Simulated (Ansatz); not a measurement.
Start from PbTe in the zinc blende structure (space group F-43m, No. 216; a = 7.2056 Å; a hypothetical phase, not in the database extracts checked).

Method: PBEsol in Ansatz (plane waves to 420 eV, PAW, no spin-orbit coupling).

One change was made to it. Results:

```csv
quantity,base,after
band gap,0.45 eV,zero
shortest interatomic distance,5.896 bohr,5.506 bohr
```

Task: Which change produced these results?
A. Pb → H
B. Pb → Pt
C. Te → Sn

Result: C, Te → Sn. For comparison, the shortest interatomic distance in the other runs: Pb → H gives 4.165 bohr; Pb → Pt gives 4.866 bohr.

Spin-orbit coupling, missing from the scalar runs, can matter with Pb and Te. Whether these cells are dynamically stable was not tested. As relaxed here, SnPb, TeH and PtTe are hypothetical phases, not in the database extracts checked. The final runs are not spin-polarised. An odd electron count without spin: TeH. PtTe has a high density of states at the Fermi level and may be magnetic at this level.

Ansatz is a quantum-chemistry and plane-wave program.
